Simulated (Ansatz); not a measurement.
```xyz
24
Lattice="19.5000 0.0000 0.0000 0.0000 19.5000 0.0000 0.0000 0.0000 6.2232" Properties=species:S:1:pos:R:3 pbc="T T T"
As    12.7601     9.7500     4.1488
As    13.5574    11.9482     5.1860
As    14.1464     9.7500     2.0744
As    11.2550    12.3568     4.1488
As     9.7500    14.1464     5.1860
As    12.3568    11.2550     1.0372
As    11.9482    13.5574     2.0744
As     8.2450    12.3568     4.1488
As     5.9426    11.9482     5.1860
As     9.7500    12.7601     1.0372
As     7.5518    13.5574     2.0744
As     6.7399     9.7500     4.1488
As     5.9426     7.5518     5.1860
As     7.1432    11.2550     1.0372
As     5.3536     9.7500     2.0744
As     8.2450     7.1432     4.1488
As     9.7500     5.3536     5.1860
As     7.1432     8.2450     1.0372
As     7.5518     5.9426     2.0744
As    11.2550     7.1432     4.1488
As    13.5574     7.5518     5.1860
As     9.7500     6.7399     1.0372
As    11.9482     5.9426     2.0744
As    12.3568     8.2450     1.0372
```

Level of theory: PBE (plane waves to 420 eV, PAW; Ansatz, a program for electronic structure). Mesh 1×1×6. No spin polarisation. Periodic along z alone, with about 11 Å of vacuum beside it. A hypothetical model, rolled from the flat sheet. Only distortions within the start's symmetry and period were free. Values not marked SOC lack spin–orbit coupling.

Question: Tabulate the two highest filled and two lowest empty levels along the axis, from the valence top.

Answer: 
| k (2π/c) | v2 (eV) | v1 (eV) | c1 (eV) | c2 (eV) |
|---|---|---|---|---|
| 0.000 | 0.00 | 0.00 | 1.43 | 1.47 |
| 0.042 | -0.01 | -0.01 | 1.42 | 1.50 |
| 0.083 | -0.02 | -0.02 | 1.41 | 1.59 |
| 0.125 | -0.06 | -0.06 | 1.39 | 1.67 |
| 0.167 | -0.10 | -0.10 | 1.37 | 1.67 |
| 0.208 | -0.15 | -0.15 | 1.34 | 1.67 |
| 0.250 | -0.21 | -0.21 | 1.30 | 1.66 |
| 0.292 | -0.28 | -0.28 | 1.27 | 1.58 |
| 0.333 | -0.33 | -0.33 | 1.24 | 1.52 |
| 0.375 | -0.38 | -0.38 | 1.22 | 1.43 |
| 0.417 | -0.42 | -0.42 | 1.21 | 1.34 |
| 0.458 | -0.46 | -0.46 | 1.22 | 1.28 |
| 0.500 | -0.51 | -0.51 | 1.24 | 1.24 |
